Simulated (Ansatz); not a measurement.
# Antifluorite Be2C

All values below come from PBEsol (PAW; Ansatz, a program for electronic structure).

Run with plane-wave cutoff 520 eV, 12×12×12 k mesh, perturbation theory, force constants from a 4×4×4 q mesh, scalar-relativistic PAW data made under PBE.

Cell: relaxed at this level.

| Property | Value |
|---|---|
| electronic dielectric constant ε∞ | 6.98 |
| dielectric constant ε0 (ions relaxed) | 14.4 |

It cost very roughly 2.5 core-minutes of CPU time.
